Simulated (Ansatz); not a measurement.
Symmetric slabs, relaxed from ideal cuts in 1x1 cells, of elemental solids: surface energy (J/m²) by functional, in Ansatz (plane waves, PAW). All structures are PBE's; the other columns are single points with references at the same level. No spin-orbit coupling, Hubbard U or dispersion. The rows are a random draw from the class, without slabs that broke up, higher cuts of a face and adsorbates that left their site.

| system | PBE (J/m²) | r2SCAN (J/m²) |
|---|---|---|
| fcc Sr (311), ideal cut with outer spacing 1.82 Å | 0.40 | 0.44 |
| hcp Zr (30-31), ideal cut with outer spacing 0.46 Å | 1.67 | 1.82 |
| hcp Cd (10-13), ideal cut with outer spacing 1.29 Å | 0.42 | 0.56 |
| hcp Os (10-13), ideal cut with outer spacing 0.21 Å | 3.65 | 3.91 |
| hcp Zn (20-23), ideal cut with outer spacing 0.16 Å | 0.64 | 0.81 |
| hcp Re (31-43), ideal cut with outer spacing 0.10 Å | 3.45 | 3.67 |
| hcp Sc (21-32), ideal cut with outer spacing 0.67 Å | 1.35 | ? |
| hcp Tl (31-40), ideal cut with outer spacing 0.57 Å | 0.27 | 0.35 |

### Question
Fit a straight line y = a·x + b by least squares to the 7 complete rows (x: PBE (J/m²); y: r2SCAN (J/m²)).

### Answer
the means are x̄ = 1.5000 and ȳ = 1.6514; Σ(x − x̄)² = 13.083 and Σ(x − x̄)(y − ȳ) = 13.657, so a = 1.044 and b = ȳ − a·x̄ = 0.086. The largest residual is 0.063.

### Question
What does the line predict for the withheld row, hcp Sc (21-32), ideal cut with outer spacing 0.67 Å, and what did the calculation give?

### Answer
the line gives 1.49; the calculation gave 1.45, a miss of -0.04, of the size of the fitted rows' scatter and rounding.

Ansatz is an electronic-structure program.
